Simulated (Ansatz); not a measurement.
Structures of equal composition on the (111)A surface of 3C silicon carbide (Si plane on top): (√3x√3)R30° In adatom at H3; (√3x√3)R30° In adatom at T4. The slabs share one bottom face, and each structure is named by its start. These are constructed structures in small cells; real faces may alloy, dewet or reconstruct in larger ones, and not all known structures of the face are among them. Slabs of about 10 Å, Fermi-Dirac smearing of 0.025 eV. Bottom of the slabs: H caps. Relaxed from the named starts with such symmetry as they have, on meshes of like density; energies extrapolated to zero smearing; spin only where a row says so; no spin-orbit coupling, no U. Brackets mark spin-polarised runs, whose order is one that fits the cell. Where a second, spin-polarised start was run, the lower counts.

These are HSE06, at the PBE geometry (plane waves to 420 eV, PAW; Ansatz, a first-principles code) values and carry that method's errors.

Q: Put the candidates in order of energy per 1x1 cell, lowest first, for HSE06, at the PBE geometry.

A: (√3x√3)R30° In adatom at T4 (0.000 eV), (√3x√3)R30° In adatom at H3 (0.161 eV)
